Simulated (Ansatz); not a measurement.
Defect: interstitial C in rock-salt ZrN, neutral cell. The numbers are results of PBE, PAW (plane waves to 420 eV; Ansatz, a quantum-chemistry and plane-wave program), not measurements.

64-site cell at the relaxed PBE lattice, a 2×2×2 k-point mesh shifted by half a step, smearing 0.10 eV, spin-restricted, no finite-size correction. Energies are static. Sites that were not tried may lie lower. The start lies 0.34 eV above the lowest site run (PBE).

Barriers: single points on a 3×3×3 k-point mesh shifted by half a step at the bands' geometries (they differ from the bands' own by up to 0.06 eV, and are uncertain by about as much).

The step: the atom that moves is a host N, not the extra one (a rearrangement that moves the defect's centre by under 1 Å). Atoms about the jump, Cartesian Å from the middle of the jump, before and after:

```json
[
 {"atom": "N1", "x0": "-0.15", "y0": "0.15", "z0": "0.15", "x1": "0.15", "y1": "-0.15", "z1": "-0.15"},
 {"atom": "C2", "x0": "1.13", "y0": "-1.13", "z0": "-1.13", "x1": "0.97", "y1": "-0.97", "z1": "-0.97"},
 {"atom": "Zr3", "x0": "1.02", "y0": "-1.02", "z0": "1.30", "x1": "1.06", "y1": "-1.06", "z1": "1.44"},
 {"atom": "Zr4", "x0": "1.02", "y0": "1.30", "z0": "-1.02", "x1": "1.06", "y1": "1.44", "z1": "-1.06"},
 {"atom": "Zr5", "x0": "-1.30", "y0": "-1.02", "z0": "-1.02", "x1": "-1.44", "y1": "-1.06", "z1": "-1.06"},
 {"atom": "Zr6", "x0": "-1.32", "y0": "1.32", "z0": "1.32", "x1": "-1.18", "y1": "1.18", "z1": "1.18"},
 {"atom": "N7", "x0": "1.20", "y0": "1.49", "z0": "1.49", "x1": "1.11", "y1": "1.44", "z1": "1.44"},
 {"atom": "N8", "x0": "-1.49", "y0": "-1.20", "z0": "1.49", "x1": "-1.44", "y1": "-1.10", "z1": "1.44"},
 {"atom": "N9", "x0": "-1.49", "y0": "1.49", "z0": "-1.20", "x1": "-1.44", "y1": "1.44", "z1": "-1.11"}
]
```

Task: Give the saddle-point geometry and the barrier.

Result: 
```json
[
 {"atom": "N1", "x": "-0.02", "y": "0.02", "z": "0.01"},
 {"atom": "C2", "x": "1.05", "y": "-1.06", "z": "-1.06"},
 {"atom": "Zr3", "x": "1.05", "y": "-1.05", "z": "1.35"},
 {"atom": "Zr4", "x": "1.04", "y": "1.35", "z": "-1.05"},
 {"atom": "Zr5", "x": "-1.36", "y": "-1.05", "z": "-1.05"},
 {"atom": "Zr6", "x": "-1.25", "y": "1.25", "z": "1.25"},
 {"atom": "N7", "x": "1.16", "y": "1.47", "z": "1.47"},
 {"atom": "N8", "x": "-1.48", "y": "-1.16", "z": "1.47"},
 {"atom": "N9", "x": "-1.48", "y": "1.47", "z": "-1.17"}
]
```
It lies 0.064 eV above the start and 0.41 eV above the end. The saddle point's order was not checked, and it lies on a symmetry element of the cell, where a band can be held.
